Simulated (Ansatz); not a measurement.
Take CsCaBr3 in the cubic perovskite structure (space group Pm-3m, No. 221; a = 5.640 Å; a cell from a computed database, its experimental status unchecked) as the base. Axes: x, y, z lie along the cube axes.

It is then changed as follows: compressive biaxial strain of 3.30 % in the plane normal to [001], as in epitaxy on a mismatched substrate; the out-of-plane cell vector and the atoms relax.

Levels (all Ansatz, a program for electronic structure, PAW): PBEsol (420 eV, no SOC); r2SCAN (500 eV, no spin-orbit coupling); HSE06 (420 eV, without spin-orbit coupling).

One geometry, relaxed with PBEsol, under each level:

| level | band gap | lowest conduction level above the VBM at special points | pressure |
|---|---|---|---|
| PBEsol | 4.48 eV | Γ 4.48 eV; Z 4.72 eV; X 4.79 eV; R 5.83 eV | 1.51 GPa |
| r2SCAN | 5.19 eV | Γ 5.19 eV; Z 5.39 eV; X 5.45 eV; R 6.49 eV | 2.65 GPa |
| HSE06 | 5.83 eV | Γ 5.83 eV; Z 6.22 eV; X 6.29 eV | – |

Single points use the geometry relaxed with PBEsol. Their cutoffs differ, which shifts pressures a little. HSE06 gaps are upper bounds (no full band path). Whether these cells are dynamically stable was not tested. Many cubic perovskites are stable only at high temperature; tilts and polar distortions were not tested. k-point labels follow each cell's own Brillouin zone.
